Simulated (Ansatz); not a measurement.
BAs under a change: As interstitial (started 1.96 Å from the nearest host atom), symmetric start

Start from a 24-atom supercell of BAs in the zinc blende structure (space group F-43m, No. 216; a = 4.8094 Å) at its relaxed geometry.

Modification: a neutral As interstitial (started 1.96 Å from the nearest host atom), symmetric start, atoms relaxed at fixed cell.

Calculations: PBE/PAW in Ansatz (a program for electronic structure), no SOC, earlier PAW set. k-mesh 4×3×4 (Γ-centred); smearing 0.01 eV (Fermi–Dirac).

```tsv
quantity	base	changed	shift
pressure	0.0 GPa	11.5 GPa	+11.5 GPa
gap of the supercell	1.28 eV	zero	–
total moment of the cell	–	0.0 μB	–
largest displacement of a host atom from its site in the perfect cell	–	0.35 Å	–
final site of the added atom	–	3 B at 2.05 Å and 3 As at 2.34 Å	–
```

The magnetic state is the one reached from the starting moments; the real material's order can differ, and small cells can't hold many antiferromagnetic ones. In so small a cell the defect repeats every few ångströms: this is an ordered compound, not a dilute defect. A case with no gap was solved on a k-mesh chosen for an insulator, which is coarse for it. The defect started on the symmetric site and kept its symmetry, so it may sit on a saddle. Seeded moments were not kept for As interstitial (started 1.96 Å from the nearest host atom). The defect cell is spin-polarised and ends with 0.0 μB.
